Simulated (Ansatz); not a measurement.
The starting structures come from a database of crystals and need not be the phases stable at ambient conditions.

**Evanescent states of CsBe$_{2}$BO$_{3}$F$_{2}$ (R32, not sure to be the ambient phase, 9 atoms a cell, 14.3 Å³ an atom, -3 GPa at this level) along the normal of (110)**

These are r2SCAN (plane waves, PAW; Ansatz, a first-principles code) values and carry that method's errors.

The gap is the functional's own. No spin-orbit coupling. Mid-gap values are interpolated on the energy grid.

Energies count from the valence-band top; κ is the least over a 4×4 mesh across the current.

```tsv
E (eV)	κ (1/Å)	where
0.14	0.196	off Γ
0.43	0.296	Γ
0.72	0.350	Γ
1.01	0.389	Γ
1.30	0.420	Γ
1.59	0.444	Γ
1.89	0.464	Γ
2.17	0.480	Γ
2.46	0.491	Γ
2.75	0.499	Γ
3.04	0.502	Γ
3.33	0.500	Γ
3.62	0.493	Γ
3.92	0.482	Γ
4.21	0.466	Γ
4.50	0.446	Γ
4.79	0.421	Γ
5.08	0.391	Γ
5.37	0.355	Γ
5.66	0.310	Γ
5.95	0.252	Γ
6.24	0.166	Γ
```

Question: How thick must the barrier be to attenuate the transmission by 10^6 when the electrodes' Fermi level lies at 2.75 eV, and what attenuation does that film give at 3.92 eV?

Answer: d = 6 ln 10 / (2 × 0.499) = 13.8 Å. At 3.92 eV it gives 6 × 0.482/0.499 = 5.8 decades.
